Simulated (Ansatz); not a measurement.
The starting structures come from a database of crystals and need not be the phases stable at ambient conditions.

By PBEsol, the system below comes out a metal.

Without scattering a metal conducts by its projected Fermi surface.

Consider the following.

```xyz
8
Lattice="5.6988 0.0000 0.0000 0.0000 14.9312 0.0000 2.8494 0.0000 1.6451" Properties=species:S:1:pos:R:3 pbc="T T T"
Zr     1.8996    13.6793     0.0000
Zr     3.7992     1.2518     0.0000
Zr     3.7992     6.2138     0.0000
Zr     1.8996     8.7174     0.0000
In     1.8996     3.7328     0.0000
In     3.7992    11.1984     0.0000
N      0.0000     0.0000     0.0000
N      0.0000     7.4656     0.0000
```

Space group of this cell: P6_3/mmc. The cell is taken as given; by PBEsol its mean pressure is -4.1 GPa.

The current flows along the normal of the first two printed cell vectors, the (110) plane of the conventional cell. No spin-orbit coupling; the value is a mean over 0.1 eV about the Fermi level.

Task: Predict the ballistic conductance per area from PBEsol run with Ansatz (an electronic-structure program).

Result: 0.36 × 10¹⁵ S/m² for both spins.
